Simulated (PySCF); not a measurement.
PySCF 2.14.0, B3LYP/def2-tzvp: K(OH) ([OH][K]), 3 atoms. The geometry is a generated start, not checked to be a minimum at this level.

```yaml
task: energy
method: b3lyp
basis: def2-tzvp
mol.max_memory: 7000 MB
mf.init_guess: minao (default)
mf.DIIS: CDIIS (default)
mf.diis_space: 8 (default)
mf.conv_tol: 1e-09 (default)
mf.grids.level: 3 (default)
basis functions (reference run): 70
grid points (reference run): 43936
```

```xyz
3

K     -1.1642    -0.7612    -0.9688
O      0.4110    -0.0348     0.3182
H      0.7532     0.7961     0.6506
```
Charge 0, spin multiplicity 1.

The reference run uses exact four-centre integrals. One run each, on a shared machine, so no times are given.

Settings tried, all else as in the reference:
- COSX exchange (sgx_fit, pjs) with fitted J, mf.with_df.grids_level_i = 1, mf.with_df.grids_level_f = 4
- density fitting, auxbasis = def2-universal-jfit
- COSX exchange (sgx_fit, pjs) with fitted J, mf.with_df.grids_level_i = 1, mf.with_df.grids_level_f = 1
- COSX exchange (sgx_fit, pjs) with fitted J, mf.with_df.grids_level_i = 1, mf.with_df.grids_level_f = 2 (default)
- COSX exchange (sgx_fit, pjs) with fitted J, mf.with_df.grids_level_i = 1, mf.with_df.grids_level_f = 3
- density fitting, auxbasis = autoaux
- density fitting of J alone, exact K
- density fitting

Question: Which of these stay within 1.0 meV/atom in energy of the reference run?

Answer: Within it: density fitting, auxbasis = autoaux; density fitting; COSX exchange (sgx_fit, pjs) with fitted J, mf.with_df.grids_level_i = 1, mf.with_df.grids_level_f = 2 (default); COSX exchange (sgx_fit, pjs) with fitted J, mf.with_df.grids_level_i = 1, mf.with_df.grids_level_f = 3; COSX exchange (sgx_fit, pjs) with fitted J, mf.with_df.grids_level_i = 1, mf.with_df.grids_level_f = 4; density fitting of J alone, exact K. Outside: COSX exchange (sgx_fit, pjs) with fitted J, mf.with_df.grids_level_i = 1, mf.with_df.grids_level_f = 1; density fitting, auxbasis = def2-universal-jfit.

```json
[
 {"setting": "density fitting, auxbasis = autoaux", "energy against the reference": "−0.045 meV/atom"},
 {"setting": "density fitting", "energy against the reference": "−0.27 meV/atom"},
 {"setting": "COSX exchange (sgx_fit, pjs) with fitted J, mf.with_df.grids_level_i = 1, mf.with_df.grids_level_f = 2 (default)", "energy against the reference": "−0.41 meV/atom"},
 {"setting": "COSX exchange (sgx_fit, pjs) with fitted J, mf.with_df.grids_level_i = 1, mf.with_df.grids_level_f = 3", "energy against the reference": "−0.42 meV/atom"},
 {"setting": "COSX exchange (sgx_fit, pjs) with fitted J, mf.with_df.grids_level_i = 1, mf.with_df.grids_level_f = 4", "energy against the reference": "−0.43 meV/atom"},
 {"setting": "density fitting of J alone, exact K", "energy against the reference": "−0.43 meV/atom"},
 {"setting": "COSX exchange (sgx_fit, pjs) with fitted J, mf.with_df.grids_level_i = 1, mf.with_df.grids_level_f = 1", "energy against the reference": "−2.8 meV/atom"},
 {"setting": "density fitting, auxbasis = def2-universal-jfit", "energy against the reference": "+9100 meV/atom"}
]
```

Total energies are compared; such shifts often cancel in part in energy differences. sgx_fit (COSX, pjs=True) fits J as well, so its difference is the sum of the grid's shift in exchange and the fit's in Coulomb. def2-universal-jfit is made for Coulomb alone and misses functions that exchange needs. Also tried and not ranked: density fitting, auxbasis = def2-universal-jkfit (same energy as a listed run). The tolerance is a choice made for this comparison.
